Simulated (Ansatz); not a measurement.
GeS (model structure, started from the litharge type, P4/nmm, No. 129, 4 atoms in the cell), treated with HSE06 in Ansatz (plane waves, PAW).

Settings: plane-wave cutoff 460 eV, 6×6×6 k mesh, Fermi–Dirac smearing 0.05 eV, scalar-relativistic PAW data made under PBE.

Cell (relaxed with PBE-D3(BJ)):

```yaml
crystal:
  lattice:
    - [4.62545, 0.00000, 0.00000]
    - [0.00000, 4.62545, 0.00000]
    - [0.00000, 0.00000, 3.97578]
  atoms:
    - { symbol: Ge, position: [0.50000, 0.00000, 0.27400] }
    - { symbol: Ge, position: [0.00000, 0.50000, 0.72600] }
    - { symbol: S, position: [0.00000, 0.00000, 0.00000] }
    - { symbol: S, position: [0.50000, 0.50000, 0.00000] }
```

### Question
Estimate the band gap, smallest direct gap on the k points sampled and direct gap at Γ that the calculation returns.

### Answer

- band gap = 0.64 eV (on the SCF k mesh) (indirect)
- smallest direct gap on the k points sampled = 1.01 eV
- direct gap at Γ = 2.96 eV

Note: PBE has no gap here, and a hybrid on a coarse mesh can open a false one; the relaxation could raise the start's symmetry but not lower it, so the cell can be a saddle point; cell and atoms aren't relaxed at this level (pressure -0.6 GPa).

Spin–orbit coupling is not included.

The computed numbers hold no vibrational or temperature effects.

Computing time: about 5 core-minutes (a rough figure).

A model structure was made by putting elements into a prototype or built by hand; it is no filed structure, need not be a known phase, and can be a saddle point held by its symmetry.

Ansatz is an electronic-structure program.
